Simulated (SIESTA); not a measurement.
Input and output of a self-consistent single point for SrSi₂Pd₂ (I4/mmm, 5 atoms in the cell) (SIESTA).

Level of theory: LDA PW92, numerical atomic orbitals DZP, PseudoDojo LDA standard norm-conserving potentials (rewritten from UPF to PSML) in SIESTA.

The change in words: lattice scaled by 0.98. Reference geometry:
```yaml
crystal:
  lattice:
    - [-2.15218, 2.15218, 5.00017]
    - [2.15218, -2.15218, 5.00017]
    - [2.15218, 2.15218, -5.00017]
  atoms:
    - { symbol: Sr, position: [0.00000, 0.00000, 0.00000] }
    - { symbol: Si, position: [0.37361, 0.37361, 0.00000] }
    - { symbol: Si, position: [0.62639, 0.62639, 0.00000] }
    - { symbol: Pd, position: [0.25000, 0.75000, 0.50000] }
    - { symbol: Pd, position: [0.75000, 0.25000, 0.50000] }
```

Reference input (self-consistent single point, DFT, LDA PW92, numerical atomic orbitals DZP, PseudoDojo LDA standard norm-conserving potentials (rewritten from UPF to PSML)): XC.functional = LDA; XC.authors = PW92; potentials = PseudoDojo LDA standard; PAO.BasisSize = DZP; PAO.EnergyShift = 0.005 Ry; MeshCutoff = 350 Ry; kgrid.MonkhorstPack = 9 9 9; OccupationFunction = MP; OccupationMPOrder = 0; ElectronicTemperature = 0.2 eV; MaxSCFIterations = 150; SCF.Mixer.Method = Pulay. This run's input differs from it in these lines:

```diff
@@ -13,5 +13,5 @@
 %block LatticeVectors
-    -2.152175000    2.152175000    5.000175000
-     2.152175000   -2.152175000    5.000175000
-     2.152175000    2.152175000   -5.000175000
+    -2.109132000    2.109132000    4.900172000
+     2.109132000   -2.109132000    4.900172000
+     2.109132000    2.109132000   -4.900172000
 %endblock LatticeVectors
```

Output (repeated stretches shortened):

```
        iscf     Eharris(eV)        E_KS(eV)     FreeEng(eV)     dDmax    Ef(eV) dHmax(eV)
   scf:    1    -8472.299191    -8509.849512    -8509.897072  1.022420 -5.905686  2.965460
   scf:    2    -8510.135534    -8510.060245    -8510.110660  0.124542 -5.783962  1.600420
   scf:    3    -8510.130993    -8510.099664    -8510.149907  0.042490 -5.761906  0.987450
   scf:    4    -8510.127957    -8510.116895    -8510.167345  0.068093 -5.714861  0.089419
   scf:    5    -8510.117959    -8510.117524    -8510.167994  0.010191 -5.714871  0.010715
   [... 3 lines left out ...]
   scf:    9    -8510.117520    -8510.117520    -8510.168027  0.000026 -5.714749  0.000081
   scf:   10    -8510.117520    -8510.117520    -8510.168027  0.000020 -5.714752  0.000077
   scf:   11    -8510.117521    -8510.117520    -8510.168027  0.000018 -5.714756  0.000009
   scf:   12    -8510.117520    -8510.117520    -8510.168027  0.000001 -5.714755  0.000003
SCF Convergence by DM+H criterion
max |DM_out - DM_in|         :     0.0000010261
max |H_out - H_in|      (eV) :     0.0000029780
SCF cycle converged after 12 iterations

Using DM_out to compute the final energy and forces

siesta: E_KS(eV) =            -8510.1175

siesta: E_KS - E_eggbox =     -8510.1175

siesta: Atomic forces (eV/Ang):
     1   -0.000000    0.000000    0.000000
     2   -0.000215   -0.000215   -0.001610
     3    0.000215    0.000215    0.001610
     4   -0.000341    0.000341    0.000000
     5    0.000341   -0.000341   -0.000000
   Tot   -0.000000   -0.000000   -0.000000
   Max    0.001610
   Res    0.000624    sqrt( Sum f_i^2 / 3N )
   Max    0.001610    constrained

Stress tensor Voigt[x,y,z,yz,xz,xy] (kbar):      -78.52      -78.52      -61.13       -0.00       -0.00       -0.08
   [... lines left out ...]
siesta: FreeEng =     -8510.168027
   [... lines left out ...]
siesta:    -0.049009   -0.000051   -0.000002
siesta:    -0.000051   -0.049009   -0.000002
siesta:    -0.000002   -0.000002   -0.038153

siesta: Cell volume =         87.192441 Ang**3

siesta: Pressure (static):
siesta:                Solid            Molecule  Units
siesta:           0.00049437          0.00049426  Ry/Bohr**3
siesta:           0.04539072          0.04538097  eV/Ang**3
siesta:          72.72395891         72.70833482  kBar
```

The run converged in 12 iterations. Against the reference run the free energy goes up by 21.5 meV/atom, the pressure goes from -0.50 to 7.27 GPa and the largest force goes from 0.345 to 0.002 eV/Å.

The starting cell comes from a database of computed structures (which also holds hypothetical and non-ambient phases and stackings), without a prior relaxation at this level. For this run, on top of that: lattice scaled by 0.98. Spin polarisation is off. Values carry the incompleteness of an atom-centred basis. With a pressure of about 7 GPa the cell is away from its equilibrium volume at this level.

Cost on one core of a shared machine: roughly 2 min.
